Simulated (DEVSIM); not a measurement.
System: illuminated Si n-on-p cell, one wavelength, at 300 K.

| layer (left to right) | material | thickness (μm) | Nd (cm⁻³) | Na (cm⁻³) | τn (s) | τp (s) | absorption coefficient (cm⁻¹) |
|---|---|---|---|---|---|---|---|
| 1 | Si | 0.640 | 1.3e19 | - | 3.4e-8 | 5e-8 | 57000 |
| 2 | Si | 280 | - | 2.1e17 | 7.7e-7 | 7.7e-7 | 57000 |

Left contact: ohmic, minority hole recombination velocity 4e5 cm/s. Right contact: ohmic, minority electron recombination velocity 2e5 cm/s. Voltage is applied to the left contact. Recombination: SRH at mid-gap, radiative, Auger. Light enters at the left, 3.1e16 photons cm⁻² s⁻¹, one pass, no reflection. Mobility is constant in doping.

Constants are typed, rounded textbook-type inputs, not results; the design itself was drawn at random and stands for no fabricated device. Values at 300 K.

```
parameter           Si
-------------  -------
gap (eV)         1.124
affinity (eV)     4.05
permittivity      11.7
Nc (cm⁻³)      2.86e19
Nv (cm⁻³)       3.1e19
μn (cm²/Vs)       1417
μp (cm²/Vs)        470
B (cm³/s)      4.7e-15
Cn (cm⁶/s)     2.8e-31
Cp (cm⁶/s)     9.9e-32
```

DEVSIM, 1D drift-diffusion, Boltzmann statistics, complete ionisation; no tunnelling, impact ionisation, image-force lowering or self-heating.

The minority lifetime in layer 1 was swept, all else fixed.

| minority lifetime in layer 1 (s) | share of generated pairs collected at short circuit | largest power (mW/cm²) | short-circuit current (mA/cm²) |
|---|---|---|---|
| 1.5e-9 | 0.478 | 1.09 | 2.38 |
| 5e-9 | 0.494 | 1.13 | 2.45 |
| 1.5e-8 | 0.499 | 1.14 | 2.48 |
| 5e-8 | 0.500 | 1.14 | 2.49 |
| 1.5e-7 | 0.501 | 1.15 | 2.49 |
| 5e-7 | 0.501 | 1.15 | 2.49 |
| 1.5e-6 | 0.501 | 1.15 | 2.49 |

From the first row to the last the share of generated pairs collected at short circuit goes from 0.478 to 0.501. From the first row to the last the largest power goes from 1.09 to 1.15.
